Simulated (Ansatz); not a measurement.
The reference is CdS in the wurtzite structure (space group P6_3mc, No. 186; a = 4.074 Å, c = 6.637 Å). Axes: x lies along a and z along c of the hexagonal cell.

Calculations: LDA, PAW, 420 eV (Ansatz, an electronic-structure program; no spin-orbit coupling).

Strains are applied to the cell and any free atomic positions relax; under biaxial strain the out-of-plane vector relaxes too.

One change was made to it. Results:

The electron mass goes from 0.11 mₑ along c, 0.11 mₑ across (at Γ) to 0.10 mₑ out of plane, 0.12 mₑ in plane (at Γ); the volume per atom falls by 0.60 Å³, from 23.85 Å³ to 23.25 Å³.

Which change produced these results?
A) biaxial strain −1.80 %, plane normal [001], relaxed out of plane
B) biaxial strain −1.20 %, plane normal [001], relaxed out of plane
C) biaxial strain −2.40 %, plane normal [001], relaxed out of plane
D) biaxial strain −3.00 %, plane normal [001], relaxed out of plane

C, biaxial strain −2.40 %, plane normal [001], relaxed out of plane. For comparison, the volume per atom in the other runs: biaxial strain −1.20 %, plane normal [001], relaxed out of plane gives 23.55 Å³; biaxial strain −1.80 %, plane normal [001], relaxed out of plane gives 23.40 Å³; biaxial strain −3.00 %, plane normal [001], relaxed out of plane gives 23.09 Å³.

The levels and masses belong to the bands next to the band gap. Masses are band curvatures over ±0.01 Å⁻¹ around the edge. Whether these cells are dynamically stable was not tested.
